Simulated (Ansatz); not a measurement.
The starting structures come from a database of crystals and need not be the phases stable at ambient conditions.

# Evanescent states of BaLiF₃ (Pm-3m, cubic perovskite, not sure to be the ambient phase, 5 atoms a cell, 12.7 Å³ an atom) along the normal of (001)

These are r2SCAN (plane waves, PAW; Ansatz, a quantum-chemistry and plane-wave program) values and carry that method's errors.

The gap is the functional's own, uncorrected, and κ follows it; spin-orbit coupling is left out. Mid-gap values are interpolated between the computed energies.

Energies count from the valence-band top; κ is the least over a 8×8 mesh across the current.

```
E (eV)  κ (1/Å)  where
------  -------  -----
0.17      0.203      Γ
0.49      0.330      Γ
0.82      0.400      Γ
1.16      0.447      Γ
1.49      0.479      Γ
1.81          ?      Γ
2.15          ?      Γ
2.48          ?      Γ
2.81          ?      Γ
3.13          ?      Γ
3.46          ?      Γ
3.79          ?      Γ
4.12          ?      Γ
4.46          ?      Γ
4.79          ?      Γ
5.12          ?      Γ
5.45          ?      Γ
5.78      0.402      Γ
6.11      0.367      Γ
6.43      0.324      Γ
6.76      0.268      Γ
7.09      0.189      Γ
```

Question: Complete the blanks.

Answer: 
- 1.81, κ (1/Å): 0.502
- 2.15, κ (1/Å): 0.516
- 2.48, κ (1/Å): 0.525
- 2.81, κ (1/Å): 0.529
- 3.13, κ (1/Å): 0.529
- 3.46, κ (1/Å): 0.525
- 3.79, κ (1/Å): 0.518
- 4.12, κ (1/Å): 0.507
- 4.46, κ (1/Å): 0.493
- 4.79, κ (1/Å): 0.476
- 5.12, κ (1/Å): 0.455
- 5.45, κ (1/Å): 0.431
